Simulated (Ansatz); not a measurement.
Start from GaCuSe$_{2}$ in the chalcopyrite structure (space group I-42d, No. 122).

```
GaCuSe2
1.0
   -2.83594     2.83594     5.63126
    2.83594    -2.83594     5.63126
    2.83594     2.83594    -5.63126
Cu Ga Se
2 2 4
Direct
  0.75000   0.25000   0.50000
  0.00000   0.00000   0.00000
  0.25000   0.75000   0.50000
  0.50000   0.50000   0.00000
  0.11880   0.12500   0.49380
  0.63120   0.62500   0.50620
  0.37500   0.88120   0.00620
  0.87500   0.36880   0.99380
```

All numbers come from Ansatz (an electronic-structure program) PBE, spin-orbit coupling left out.

Before the change:

| Item | Value |
|---|---|
| Band gap | zero |

One thing is altered: an isotropic linear strain of −5.13 %, atoms relaxed at fixed cell.

What does the calculation give for the largest internal atomic displacement after the change?

The largest internal atomic displacement comes out as 0.012 Å.

What does the calculation give for the valence-band top at Γ after the change?

The valence-band top at Γ (three highest levels, from the VBM) is 0.00, -0.10, -0.10 eV.

How does this affect the band gap?

The band gap becomes 0.69 eV (base: zero).

How does this affect the energy relative to the base?

The energy goes up by 123 meV/atom.

What happens to the electron mass?

The electron mass is 0.074 mₑ along c, 0.080 mₑ across (at Γ).

Masses are band curvatures over ±0.01 Å⁻¹ around the edge. Stability against distortions was not tested. All final runs are without spin polarisation. A zero or small gap of GaCuSe2 can be the functional's error rather than a property of the material.
